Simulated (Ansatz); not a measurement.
Ansatz (a program for electronic structure), DFT, HSE06, plane waves, its default PAW files: diamond-structure Si with a vacancy, atoms displaced (Si63), unrelaxed at the host's lattice constant, 63 atoms. Basis and mesh were picked for this test and aren't claimed converged.

- cell = 10.86, 10.86, 10.86 Å; 90, 90, 90°
- distance to the nearest atom = 2.25 to 2.36 Å
- task = single point
- k mesh = 1×1×1
- hamiltonian.xc = hse06
- kind of files = paw
- scf.occupations.method = gaussian
- scf.occupations.width = 0.05 eV
- output.forces = true
- memory maximum (--max-ram) = 200GiB
- accuracy = medium (default)
- basis.precision = auto (default)
- basis.xc_grid = 2 (default)
- scf.eigensolver.kind = auto (default)
- scf.mixing.algorithm = auto (default)
- scf.mixing.preconditioner = auto (default)
- scf.convergence.dr2_threshold = 1e-07 (default)
- scf.lower_state_search = light (default)
- k-points after symmetry = 1
- bands at the start = 189
- electrons = 252
- plane waves at Γ = 25173
- cutoff (eV) = 420
- FFT grid = 75×75×75
- symmetry operations = 1

Hardware: Arm Neoverse V2, 96 cores on 1 socket, no SMT, 1 L3 cache group.

Wall times, medians of two to five repeats, each run alone on the node (launch to exit). Processes are pinned to neighbouring cores unless said otherwise. The times hold for this build (release build for Arm (Neoverse V2), one process with threads). Scratch files lie in a memory file system. The time of a restarted run leaves out the earlier run that it starts from.

Started as
```bash
OMP_NUM_THREADS=88 ANSATZ_TIMINGS=1 ansatz run --backend cpu --threads 88 --max-ram 200GiB --events-out run.ndjson --runs-dir run.runs --progress --plain run.yaml
```
(88 threads, checkpoint.read = not set, earlier_run = none (default)) it takes 19 s and 69 SCF iterations (all cycles of the run, searches included).

Question: What happens to the run time with checkpoint.read = first.ck, earlier_run = first_atom_moved_ang=0.03 orbitals_saved=true?

Answer: About 14 s (3 runs within 2 %): 1.4× as fast. The largest move is in set-up and steps outside the phases: 6.5 s to 2.0 s. SCF iterations (all cycles of the run, searches included) go from 69 to 65; applications of H to a band go from 30964 to 28685. Change in the result: energy under 0.001 meV/atom, forces (largest component) 0.014 meV/Å.

Keys are those of Ansatz 0.2.
